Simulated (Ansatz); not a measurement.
PrPt (Pnma, No. 62; cell taken from a computed entry)

Method: PBEsol in Ansatz (PAW).

Settings: plane-wave cutoff 500 eV, 8×12×10 k mesh (along the axes of the cell as run), Fermi–Dirac smearing 0.1 eV, spin-polarised start, scalar-relativistic PAW data made under PBE.

Cell: relaxed at this level.

equilibrium volume per atom: 22.65 Å³/atom
band gap: zero (no gap)

Note: the magnetic order was assumed, not searched for or taken from measurement; the relaxation could not lower the start's symmetry, so the cell can be a saddle point above a distorted one; the 4f shell is treated without U or exact exchange, so its levels and filling can be wrong.

Spin–orbit coupling is not included.

The result took around 90 core-minutes (rough).

Ansatz is a program for electronic structure.
